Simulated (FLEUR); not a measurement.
A self-consistent single point of BaAlGeH (P3m1, 4 atoms in the cell) with FLEUR.

Computed with FLEUR with LDA (Perdew-Zunger), all-electron FLAPW (FLEUR), scalar-relativistic valence.

The change in words: lattice scaled by 0.98. Reference geometry:
```
CELL_PARAMETERS angstrom
      4.40073     0.00000     0.00000
     -2.20036     3.81114     0.00000
      0.00000     0.00000     5.27210
ATOMIC_POSITIONS crystal
  Ba 0.33333 0.66667 0.09902
  Al 0.00000 0.00000 0.64135
  Ge 0.66667 0.33333 0.55274
  H  0.00000 0.00000 0.97289
```

Reference input (self-consistent single point, DFT, LDA (Perdew-Zunger), all-electron FLAPW (FLEUR), scalar-relativistic valence): Kmax = 4.8 1/bohr; GmaxXC = 19.2 1/bohr; xcFunctional = pz; jspins = 1; l_soc = F; mode = hist; fermiSmearingEnergy = 0.00036749 Htr; mesh (inpgen div1-3) = 5 5 3; inpgen gamma flag = false; Gmax = 19.2 1/bohr; numbands = 0; maxIterBroyd = 40. This run's input differs from it in these lines:

```diff
@@ -3,5 +3,5 @@
 &input film=f /
-8.3161663319 0.0000001294 0.0000000000
--4.1580832780 7.2020112408 0.0000000000
-0.0000000000 0.0000000000 9.9628251016
+8.1498423335 0.0000005446 0.0000000000
+-4.0749216384 7.0579702253 0.0000000000
+0.0000000000 0.0000000000 9.7635685996
 1.0
@@ -46,5 +46,5 @@
          <bravaisMatrix>
-            <row-1>    8.3161663318999999     0.0000001294000000     0.0000000000000000</row-1>
-            <row-2>   -4.1580832780000003     7.2020112408000001     0.0000000000000000</row-2>
-            <row-3>    0.0000000000000000     0.0000000000000000     9.9628251016000000</row-3>
+            <row-1>    8.1498423335000005     0.0000005446000000     0.0000000000000000</row-1>
+            <row-2>   -4.0749216384000002     7.0579702253000001     0.0000000000000000</row-2>
+            <row-3>    0.0000000000000000     0.0000000000000000     9.7635685995999992</row-3>
          </bravaisMatrix>
```

Log, with long lists cut:

```
 Iteration:     1   Distance:       7.18513360 me/bohr^3
 Iteration:     2   Distance:       6.67943853 me/bohr^3
 Iteration:     3   Distance:       1.70788019 me/bohr^3
 Iteration:     4   Distance:       1.35722627 me/bohr^3
 Iteration:     5   Distance:       0.82099663 me/bohr^3
   [... 8 lines left out ...]
 Iteration:    14   Distance:       0.00016329 me/bohr^3
 Iteration:    15   Distance:       0.00003143 me/bohr^3
 Iteration:    16   Distance:       0.00003281 me/bohr^3
 Iteration:    17   Distance:       0.00000943 me/bohr^3
 Reset of history
 Run finished successfully
 Stop message:
   Structural relaxation: new displacements generated

[file out, last iteration]
             iter=     18
[...]
          total density-effective poten   -1.7397332397E+04
          total charge density-energy d   -2.8695532341E+02
 Updated energy parameters for spin:           1
[...]
 fermi energy and band-weighting factors:

[...]
FERMIE:
          first approx. to ef    (T=0)  :   0.259635 htr   (energy of the highest occ. eigenvalue)
          number of occ. states  (T=0)  :        168
          first approx. to seigv (T=0)  :  -7.229935 htr
          sum of weights of occ. states :  14.000000
          sum of semicore charge        :   0.000000 e
FERHIS:  Fermi-Energy by histogram:
          bandgap                     :   0.041709 htr
   [... lines left out ...]
          charge neutrality (T=0)     :   0.000000    (zero if the highest occ. eigenvalue is "entirely" occupied)
 Direct bandgap for spin            1 :    5.6292321521282912E-002  Htr
 ---->    free energy=                    -10471.8943321156 htr
   [... lines left out ...]
 TOTAL FORCE FOR ATOM TYPE=  2  X=  0.000   Y=  0.000   Z= -3.502
                       FX_TOT= 0.000000 FY_TOT= 0.000000 FZ_TOT=-0.004008
 TOTAL FORCE FOR ATOM TYPE=  3  X= -4.075   Y=  2.353   Z= -4.367
                       FX_TOT= 0.000000 FY_TOT= 0.000000 FZ_TOT=-0.000341
 TOTAL FORCE FOR ATOM TYPE=  4  X=  0.000   Y=  0.000   Z= -0.265
                       FX_TOT= 0.000000 FY_TOT= 0.000000 FZ_TOT= 0.002752
```

The run converged in 17 iterations. FLEUR gives forces in its relaxation mode, with a further iteration, so its stop message speaks of a relaxation. Against the reference run the free energy goes down by 23.4 meV/atom, the largest force goes from 0.056 to 0.206 eV/Å and the gap on the mesh goes from 1.087 to 1.135 eV.

The starting cell comes from a database of computed structures (which also holds hypothetical and non-ambient phases and stackings), without a prior relaxation at this level. Its lattice was rescaled by a random factor within 2.5 % of one. For this run, on top of that: lattice scaled by 0.98. Values depend on the basis (sphere radii, cutoffs, local orbitals), which need not be converged.

Cost on one core of a shared machine: roughly 3 min.
